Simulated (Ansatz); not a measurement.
## AlNi3, pressure series

Base system: AlNi3 in the Cu3Au type structure (space group Pm-3m, No. 221; ferromagnetic).

AlNi3 is taken in the cubic space group Pm-3m (No. 221), the Cu3Au type structure, Pearson symbol cP4. Conventional cell: a = b = c = 3.526 Å, α = β = γ = 90.00°. Ni on 3c is surrounded by 8 Ni at 2.493 Å and 4 Al at 2.493 Å (cuboctahedral). Al on 1a is surrounded by 12 Ni at 2.493 Å (cuboctahedral). (Neighbours: up to the widest gap in distance over summed covalent radii, below 1.35, at either atom.)

Cell and atoms are relaxed at each pressure.

The values are results of r2SCAN (Ansatz, a first-principles code), no spin-orbit coupling, not measurements.

```
change            largest site moment     density
----------------  -------------------  ----------
base                          0.36 μB  7.69 g/cm³
pressure −2 GPa               0.36 μB  7.61 g/cm³
pressure −1 GPa               0.36 μB  7.65 g/cm³
pressure 3 GPa                0.35 μB  7.80 g/cm³
pressure 7 GPa                0.35 μB  (withheld)
pressure 15 GPa               0.34 μB  (withheld)
pressure 30 GPa               0.33 μB  8.62 g/cm³
pressure 50 GPa               0.31 μB  9.10 g/cm³
pressure 75 GPa               0.30 μB  9.61 g/cm³
pressure 100 GPa              0.29 μB  (withheld)
```

Question: Some entries are withheld; estimate them.

Answer: 
- pressure 7 GPa, density: 7.94 g/cm³
- pressure 15 GPa, density: 8.20 g/cm³
- pressure 100 GPa, density: 10.06 g/cm³

The magnetic state is the one reached from the starting moments; the real material's order can differ, and small cells can't hold many antiferromagnetic ones. Load acts through the strain it causes; cell and atoms are relaxed under it. Whether these cells are dynamically stable was not tested. No other phases were tried under pressure.
